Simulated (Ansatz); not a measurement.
## IrO2 under a change: biaxial strain +1.93 %, plane normal [001], relaxed out of plane

The parent structure is IrO2 in the rutile structure (space group P4_2/mnm, No. 136; a = 4.4718 Å, c = 3.1536 Å). Axes: x, y, z lie along a, b, c of the conventional cell.

One thing is altered: biaxial strain +1.93 %, plane normal [001], relaxed out of plane (Cartesian); in-plane vectors clamped, the third vector and the atoms free.

The values are results of PBEsol, PAW, 420 eV (Ansatz, a quantum-chemistry and plane-wave program; spin-orbit coupling left out), not measurements. k-mesh 11×11×15 (Γ-centred); smearing 0.05 eV (Fermi–Dirac).

| quantity | base | changed | shift |
|---|---|---|---|
| volume per atom | 10.51 Å³ | 10.78 Å³ | +0.27 Å³ |
| space group | P4_2/mnm (No. 136) | P4_2/mnm (No. 136) | – |
| shortest interatomic distance | 3.690 bohr | 3.735 bohr | +0.045 bohr |
| band gap | zero | zero | – |
| out-of-plane strain (rough) | – | -1.27 % | – |
| mean in-plane stress (compression positive) (rough) | – | -8.4 GPa | – |

Cost of the whole job for the changed cell (relaxation, final SCF and bands): about 2.4 core-minutes (a rough figure).

Without a gap, meshes like the base's 11×11×15 leave anisotropic stresses uncertain by several tenths of a GPa, and small strain energies with them. No phonon test of stability was made. No Hubbard U is applied, and correlation can decide whether such a compound is a metal. The final runs are not spin-polarised.
